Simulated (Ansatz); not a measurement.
**Sc: response to strain**

Consider Sc in the hcp (Mg type) structure (space group P6_3/mmc, No. 194; a = 3.318 Å, c = 5.186 Å; relaxed with 0.1 eV smearing). Axes: x lies along a and z along c of the hexagonal cell.

Strains are applied to the cell and any free atomic positions relax.

Computed with PBE (Ansatz, a quantum-chemistry and plane-wave program, PAW, no SOC).

Notes on the quantities. energy relative to the base: free energy F; pressure: mean of the normal stresses, compression positive.

```csv
case,volume per atom,energy relative to the base,pressure
base,24.72 Å³,0 meV/atom,0.0 GPa
uniaxial strain ε_zz = −3.00 %,23.98 Å³,+7.2 meV/atom,1.7 GPa
uniaxial strain ε_zz = −2.50 %,24.10 Å³,+5.0 meV/atom,1.4 GPa
uniaxial strain ε_zz = −1.50 %,24.35 Å³,+1.8 meV/atom,0.8 GPa
uniaxial strain ε_zz = −0.50 %,24.60 Å³,+0.2 meV/atom,0.3 GPa
uniaxial strain ε_zz = +0.50 %,24.84 Å³,+0.2 meV/atom,-0.3 GPa
uniaxial strain ε_zz = +1.00 %,24.97 Å³,+0.7 meV/atom,-0.5 GPa
uniaxial strain ε_zz = +2.00 %,25.22 Å³,+2.9 meV/atom,-1.0 GPa
uniaxial strain ε_zz = +2.50 %,25.34 Å³,+4.5 meV/atom,-1.2 GPa
uniaxial strain ε_zz = +3.00 %,25.46 Å³,+6.5 meV/atom,-1.4 GPa
```

No phonon test of stability was made. The final runs are not spin-polarised.
